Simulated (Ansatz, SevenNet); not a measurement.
For SiO2 (P4₁2₁2, No. 92), the machine-learned potential SevenNet-0 (trained on PBE and PBE+U data) gives:

* **equilibrium lattice constant a**: 5.091 Å
* **c axis length**: 7.113 Å

### Question
What does HSE06 (plane waves, PAW; Ansatz, a quantum-chemistry and plane-wave program) give for the same quantities?

### Answer

- lattice constant a: 5.064 Å (decreases by 0.5 %)
- lattice parameter c: 7.078 Å (drops by 0.5 %)

Changes are worked out from the printed values.

Unless a cell is named, each level is at its own relaxed cell (SevenNet-0 15.36, HSE06 15.13 Å³/atom).

Ansatz's density-functional and Hartree–Fock values are scalar-relativistic unless marked +SOC, with PAW data made under PBE.
